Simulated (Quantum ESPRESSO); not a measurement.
Checking a run of Quantum ESPRESSO on TeW3O12 (P1, 16 atoms in the cell). The aim is a self-consistent single point with DFT, LDA (PZ), plane waves, GBRV 1.5 ultrasoft (LDA) pseudopotentials.

Cell that was meant: a = 5.1400 Å, b = 5.3129 Å, c = 7.3813 Å, α = 87.53°, β = 90.00°, γ = 89.99°.

Part of the input:

```fortran
/
&system
   ibrav = 0
   nat = 17
   ntyp = 3
   ecutwfc = 40
   ecutrho = 320
   occupations = 'fixed'
   nbnd = 67
/
&electrons
   conv_thr = 1.0d-10
[...]
O     0.3020500000    0.7912500000    0.9522100000
O     0.0920900000    0.0020900000    0.2445800000
O     0.2912600000    0.2089400000    0.5471400000
O     0.7636870000    0.7085400000    0.0399830000
K_POINTS automatic
4 4 3  0 0 0
```

Log, with long lists cut:

```
     G-vector sticks info
     --------------------
     sticks:   dense  smooth     PW     G-vecs:    dense   smooth      PW
   [... lines left out ...]
        k(    2) = (   0.0000000   0.0000000   0.2323379), wk =   0.0833333
        k(    3) = (   0.0000000   0.2418660  -0.0104501), wk =   0.0833333
   [... 23 lines left out ...]

     Dense  grid:   131437 G-vectors     FFT dimensions: (  60,  60,  80)

     Smooth grid:    46375 G-vectors     FFT dimensions: (  40,  45,  60)

     Initial potential from superposition of free atoms

     starting charge     125.6990, renormalised to     126.0000

     negative rho (up, down):  1.842E-01 0.000E+00
     Self-consistent Calculation

     iteration #  1     ecut=    40.00 Ry     beta= 0.30

     negative rho (up, down):  1.842E-01 0.000E+00

     total energy              =    -810.69730465 Ry
     estimated scf accuracy    <      11.42979235 Ry

     iteration #  2     ecut=    40.00 Ry     beta= 0.30

     negative rho (up, down):  1.860E-01 0.000E+00

     total energy              =    -810.82417911 Ry
     estimated scf accuracy    <       3.45363046 Ry

     iteration #  3     ecut=    40.00 Ry     beta= 0.30

     negative rho (up, down):  1.873E-01 0.000E+00

     total energy              =    -811.31511047 Ry
     estimated scf accuracy    <       2.03187062 Ry

   [... 17 blocks of this kind left out ...]

     iteration # 21     ecut=    40.00 Ry     beta= 0.30

     negative rho (up, down):  1.885E-01 0.000E+00

     total energy              =    -811.34078466 Ry
     estimated scf accuracy    <          1.4E-09 Ry

     iteration # 22     ecut=    40.00 Ry     beta= 0.30

     negative rho (up, down):  1.885E-01 0.000E+00
     End of self-consistent calculation

     highest occupied, lowest unoccupied level (ev):     9.5596    9.0700

!    total energy              =    -811.34078466 Ry
     estimated scf accuracy    <          1.4E-11 Ry

     convergence has been achieved in  22 iterations

     negative rho (up, down):  1.885E-01 0.000E+00

     Forces acting on atoms (cartesian axes, Ry/au):

     atom    1 type  1   force =    -0.01517760   -0.01015943    0.01934248
     atom    2 type  2   force =     0.01186283    0.01676519    0.09464952
     atom    3 type  2   force =    -0.51440642   -0.30837378   -0.14473090
     atom    4 type  2   force =     0.47515088    0.74420842   -0.09049769
     atom    5 type  3   force =     0.02639565    0.03986036   -0.05674862
   [... lines left out ...]
     Total force =   692.408787     Total SCF correction =     0.000009
   [... lines left out ...]

     negative rho (up, down):  1.885E-01 0.000E+00
          total   stress  (Ry/bohr**3)                   (kbar)     P=     6775.48
   0.11155701  -0.04840132   0.01809402        16410.60    -7120.08     2661.72
  -0.04840132   0.02365044  -0.00836956        -7120.08     3479.10    -1231.20
   0.01809402  -0.00836956   0.00296877         2661.72    -1231.20      436.72

   JOB DONE.
```

Q: Is this run sound? If not, what is wrong?

A: The run is not sound. The fault is one atom entered twice. Two nuclei at or near one point give a huge ion-ion repulsion and overlapping cores, and the electron count is too high as well. To fix it, remove the duplicate atom. The run converged in 22 iterations without an error; against the sound input the pressure goes from 0.24 to 677.5 GPa and the largest force goes from 1.924 to 12590 eV/Å. The full log also holds: “c_bands:  1 eigenvalues not converged”.

The sound input it was made from differs as follows (other fixes are possible):
```diff
-   nat = 17
+   nat = 16
-   nbnd = 67
+   nbnd = 64
-O     0.7636870000    0.7085400000    0.0399830000
```

With that input, the run converged in 19 iterations: free energy E − TS -12135.2174 eV; top of the valence band (on the code's own zero) 6.24 eV; gap on the k-point mesh 1.80 eV; pressure 0.24 GPa; largest force (vector length) 1.924 eV/Å (DFT, LDA (PZ), plane waves, GBRV 1.5 ultrasoft (LDA) pseudopotentials).

On the sound input: the starting cell comes from a database of computed structures (which also holds hypothetical and non-ambient phases and stackings), without a prior relaxation at this level. Spin-orbit coupling is off. Forces in this geometry exceed 1 eV/Å.
